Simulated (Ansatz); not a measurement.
# TaW₃ (model structure, started from the A15 type, Pm-3n, No. 223, 8 atoms in the cell)

Computed with PBEsol (Ansatz, a first-principles code, PAW).

Run with plane-wave cutoff 520 eV, 12×12×12 k mesh, Fermi–Dirac smearing 0.05 eV, no spin polarisation, scalar-relativistic PAW data made under PBE.

Cell (relaxed at this level):

```
TaW3
1.0
    5.08469     0.00000     0.00000
    0.00000     5.08469     0.00000
    0.00000     0.00000     5.08469
W Ta
6 2
Direct
  0.25000   0.00000   0.50000
  0.75000   0.00000   0.50000
  0.00000   0.50000   0.25000
  0.00000   0.50000   0.75000
  0.50000   0.25000   0.00000
  0.50000   0.75000   0.00000
  0.00000   0.00000   0.00000
  0.50000   0.50000   0.50000
```

```
Property          Result
---------------  -------
bulk modulus B0  284 GPa
```

Note: the run has no spin polarisation, so it can have missed a magnetic state; the bulk modulus is −V dP/dV from two relaxed cells at ±2 % in volume; the relaxation could raise the start's symmetry but not lower it, so the cell can be a saddle point.

Spin–orbit coupling is not included.

The computed numbers hold no vibrational or temperature effects.

A model structure was made by putting elements into a prototype or built by hand; it is no filed structure, need not be a known phase, and can be a saddle point held by its symmetry.
